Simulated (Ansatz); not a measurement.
Results of G0W0@PBEsol in Ansatz (hard PAW, contour deformation) for SnF₄ (I4/mmm, No. 139).

The cell has the measured lattice parameters. Conventional cell: a = 4.0500 Å, b = 4.0500 Å, c = 7.9300 Å, α = 90.00°, β = 90.00°, γ = 90.00°.

One run with a 8×8×8 mesh, response cutoff 100 eV and 271 empty bands, not extrapolated in mesh or basis; no spin–orbit coupling.

Highest filled and lowest empty level by k point (fractions of the reciprocal vectors of the cell (-2.025 2.025 3.965) (2.025 -2.025 3.965) (2.025 2.025 -3.965) Å; eV from the valence maximum of each method):

| k | PBEsol filled | PBEsol empty | QP filled | QP empty |
|---|---|---|---|---|
| 0 0 0 | -0.23 | 3.32 | -0.22 | 6.69 |
| 0 0 0.125 | -0.23 | 3.81 | -0.22 | 7.25 |
| 0 0.125 0.375 | -0.06 | 7.17 | ? | ? |
| 0.125 0.25 0.25 | -0.10 | 7.17 | -0.11 | 11.14 |
| 0.125 0.375 0.25 | -0.11 | 6.69 | -0.11 | 10.57 |
| 0.125 -0.125 0.25 | -0.40 | 5.38 | ? | ? |
| 0.125 -0.125 0.375 | -0.20 | 6.49 | -0.22 | 10.40 |
| 0.25 -0.25 0.25 | -0.40 | 5.94 | -0.44 | 9.81 |

Q: Estimate the withheld levels to about 0.1 eV.

A: 
- 0 0.125 0.375, QP filled: -0.07
- 0 0.125 0.375, QP empty: 11.14
- 0.125 -0.125 0.25, QP filled: -0.40
- 0.125 -0.125 0.25, QP empty: 9.09

Note: filled d or f shells below the valence bands can shift G0W0 gaps through exchange with them, which wasn't tested here; cell and atoms aren't relaxed at this level.

Ansatz is an electronic-structure program.
